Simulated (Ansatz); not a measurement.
Base system: BeS in the zinc blende structure (space group F-43m, No. 216).

```
CELL_PARAMETERS angstrom
      0.00000     2.41904     2.41904
      2.41904     0.00000     2.41904
      2.41904     2.41904     0.00000
ATOMIC_POSITIONS crystal
  Be 0.00000 0.00000 0.00000
  S  0.25000 0.25000 0.25000
```

Calculations: PBEsol/PAW in Ansatz (a quantum-chemistry and plane-wave program), no spin-orbit coupling.

Strains are applied to the cell and any free atomic positions relax.

One change was made to it. Results:

| quantity | base | after |
|---|---|---|
| band gap | 2.91 eV | 3.09 eV |
| hole mass (degenerate bands, along [100]) | 0.33, 0.55, 0.55 mₑ (at Γ) | 0.32, 0.61, 0.61 mₑ (at Γ) |
| energy relative to the base (free energy F) | 0 meV/atom | +32 meV/atom |
| pressure | -0.01 GPa | -7.29 GPa |

### Question
Which of these changes matches the shifts?
(A) isotropic strain +0.50 %
(B) isotropic strain −2.50 %
(C) isotropic strain −1.50 %
(D) isotropic strain +2.50 %
(E) isotropic strain +3.00 %

### Answer
E, isotropic strain +3.00 %. For comparison, the energy relative to the base in the other runs: isotropic strain −2.50 % gives +26 meV/atom; isotropic strain +0.50 % gives +1.0 meV/atom; isotropic strain +2.50 % gives +23 meV/atom; isotropic strain −1.50 % gives +9.0 meV/atom.

Effective masses come from finite differences of ±0.01 Å⁻¹. Stability against distortions was not tested.
